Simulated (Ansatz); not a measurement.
LuAsO4 (I4₁/amd, No. 141, 12 atoms in the cell; start COD 9011135) was calculated with r²SCAN in Ansatz (plane waves, PAW).

Numerical settings: plane-wave cutoff 560 eV, 8×8×8 k mesh, Fermi–Dirac smearing 0.01 eV, scalar-relativistic PAW data made under PBE.

Cell (relaxed at this level):

```
CELL_PARAMETERS angstrom
     -3.47858     3.47858     3.11688
      3.47858    -3.47858     3.11688
      3.47858     3.47858    -3.11688
ATOMIC_POSITIONS crystal
  Lu 0.00000 0.00000 0.00000
  Lu 0.75000 0.25000 0.50000
  As 0.25000 0.75000 0.50000
  As 0.50000 0.50000 0.00000
  O  0.67740 0.86040 0.18299
  O  0.61040 0.92740 0.68299
  O  0.67740 0.49441 0.81701
  O  0.24441 0.92740 0.31701
  O  0.07260 0.75559 0.68299
  O  0.13960 0.32260 0.81701
  O  0.07260 0.38960 0.31701
  O  0.50559 0.32260 0.18299
```

Q: Give the computed band gap and bulk modulus.

A: 
- band gap = 4.72 eV (on the SCF k mesh)
- bulk modulus = 148 GPa

Note: the relaxation could not lower the start's symmetry, so the cell can be a saddle point above a distorted one; the bulk modulus is −V dP/dV from two relaxed cells at ±2 % in volume.

Spin–orbit coupling is not included.

Static lattice: no zero-point or thermal effects.

Computing time: very roughly 9 core-minutes.

Ansatz is a program for electronic structure.
